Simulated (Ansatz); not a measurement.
## How the lattice parameter c of SnGe (model structure, started from the NiAs type, P6₃/mmc, No. 194, 4 atoms in the cell) moves with the method

No measured value is used here.

```tsv
level (code)	value (Å)
PBE (Ansatz)	7.261
PBEsol (Ansatz)	7.178
PBE-D3(BJ) (Ansatz)	7.214
```

Ansatz's density-functional and Hartree–Fock values are scalar-relativistic unless marked +SOC, with PAW data made under PBE.

A model structure was made by putting elements into a prototype or built by hand; it is no filed structure, need not be a known phase, and can be a saddle point held by its symmetry.

Ansatz is a program for electronic structure.
